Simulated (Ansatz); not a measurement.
Input and output of a self-consistent single point for Mg6TiNi (Amm2, 8 atoms in the cell) (Ansatz, a first-principles code).

Method: LDA (PW92), default PAW files made with PBE (plane waves; Ansatz).

```yaml
crystal:
  lattice:
    - [4.76110, 0.00000, 0.00000]
    - [0.00000, 3.01262, 5.44824]
    - [0.00000, -3.01262, 5.44824]
  atoms:
    - { symbol: Mg, position: [0.00000, 0.82512, 0.34302] }
    - { symbol: Mg, position: [0.00000, 0.34302, 0.82512] }
    - { symbol: Mg, position: [0.00000, 0.32787, 0.32787] }
    - { symbol: Mg, position: [0.50000, 0.67979, 0.16443] }
    - { symbol: Mg, position: [0.50000, 0.16443, 0.67979] }
    - { symbol: Mg, position: [0.50000, 0.16753, 0.16753] }
    - { symbol: Ti, position: [0.50000, 0.68978, 0.68978] }
    - { symbol: Ni, position: [0.00000, 0.80248, 0.80248] }
```

Reference input (self-consistent single point, DFT, LDA (PW92), plane waves, default PAW files made with PBE): basis.ecutwfc = 420 eV; kpoints.mp_grid.grid = 7 6 6; hamiltonian.xc = lda; hamiltonian.pseudopotentials = {kind: paw} (the program's default PAW files); scf.occupations.method = cold; scf.occupations.width = 0.05 eV. This run's input differs from it in these lines:

```diff
@@ -27,3 +27,3 @@
     method: cold
-    width: 0.05 eV
+    width: 0.01 eV
 output:
```

Output, abridged:

```
SCF iter   1: F=—  HF=-19632.392026 eV  |F-HF|=—  |Δ(HF+E_count)|=         —  Δρ=7.98e-3  dr2=7.15e-2  ethr=1.77e-3  ⟨swp⟩=6.4  Hψ=10260  notcnv=0
all-band conjugate gradients solve this SCF's bands
preconditioner: auto → Kerker (q_TF=auto, 2.489 Å⁻¹)
SCF iter   2: F=—  HF=-19632.357159 eV  |F-HF|=—  |Δ(HF+E_count)|=   3.49e-2  S|Δr|=    0.00e0  Δρ=3.45e-3  dr2=2.60e-2  ethr=7.95e-5  ⟨swp⟩=2.1  Hψ=5354  notcnv=0  defer=161
   [... lines left out ...]
SCF iter   6: F=—  HF=-19632.352202 eV  |F-HF|=—  |Δ(HF+E_count)|=   9.99e-6  S|Δr|=    0.00e0  Δρ=2.42e-5  dr2=1.60e-6  ethr=3.05e-8  ⟨swp⟩=2.0  Hψ=3430  notcnv=0  defer=161
SCF iter   7: F=—  HF=-19632.352202 eV  |F-HF|=—  |Δ(HF+E_count)|=   3.93e-7  S|Δr|=    0.00e0  Δρ=1.01e-5  dr2=2.70e-7  ethr=1.78e-9  ⟨swp⟩=2.0  Hψ=4016  notcnv=0  defer=161
SCF iter   8: F=-19632.352202 eV  HF=-19632.352202 eV  |F-HF|=1.77e-8  |Δ(HF+E_count)|=   5.70e-8  S|Δr|=    0.00e0  Δρ=3.57e-6  dr2=2.12e-8  ethr=1.11e-10  ⟨swp⟩=9.0  Hψ=12278  notcnv=0
SCF 1 converged in 8 iterations: F = -19632.352202 eV  dr2 = 2.12e-8
Stability not checked (fill_not_monotonic)
Free energy (F): -19632.352202 eV
Internal energy: -19632.351945 eV  (E = F + TS)
E sigma→0 (E₀):  -19632.352116 eV
Entropy (-TS):   -0.000257 eV (-0.032 meV/atom)
Fermi energy:    7.404081 eV
--- Forces (eV/Å), atoms counted from 1 ---
  atom   1  Mg     0.00000000    -0.07725006     0.08843100
  atom   2  Mg     0.00000000     0.07725006     0.08843100
  atom   3  Mg     0.00000000    -0.00000000    -0.00830857
  atom   4  Mg    -0.00000000     0.09552687    -0.06017006
   [... lines left out ...]
  atom   8  Ni     0.00000000     0.00000000    -0.24584616
--- Stress (GPa, compression-positive) ---
       -4.234071      -0.000000      -0.000000
       -0.000000      -3.428743      -0.000000
       -0.000000      -0.000000      -3.241451
  P = ⅓ Tr σ = -3.6348 GPa (-36.348 kbar)
  The stress holds the Pulay correction. Without it, at fixed plane waves, as pw.x and ABINIT print it: P = -3.6477 GPa
```

The run converged in 8 iterations. Against the reference run the free energy is nearly the same (within 1 meV/atom), the pressure moves little (-3.64 to -3.63 GPa) and the largest force goes from 0.238 to 0.246 eV/Å.

The starting cell comes from a database of computed structures (which also holds hypothetical and non-ambient phases and stackings), without a prior relaxation at this level. Spin polarisation is off. With a pressure of about -4 GPa the cell is away from its equilibrium volume at this level. Ansatz's pressure includes its estimate of the finite-basis (Pulay) stress.

Keys are those of Ansatz 0.2.
